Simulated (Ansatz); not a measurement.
Functionals compared on the 1x1 (110) surface of bcc Nb, in Ansatz (plane waves, PAW). The structure was relaxed with PBE; the other rows are single points on it. Cutoff 420 eV (500 eV for r2SCAN).

Model: 16-atom slab, 6.8 Å thick at the start (thin: gaps and levels are the slab's own), 5x5x1 mesh, Fermi-Dirac 0.1 eV, dipole correction, 8 atoms held, the rest relaxed; start symmetry kept, larger cells not searched; no spin, no spin-orbit, no U. These notes are the PBE run's.

```tsv
functional	work function of the top face (eV)	rough cost of the single point
PBE	4.47	–
RPBE	(withheld)	very roughly 90 core-seconds
r2SCAN	4.56	very roughly 120 core-seconds
```

### Question
What belongs in the gaps?

### Answer

- RPBE, work function of the top face (eV): 4.34

Ansatz is a program for electronic structure.
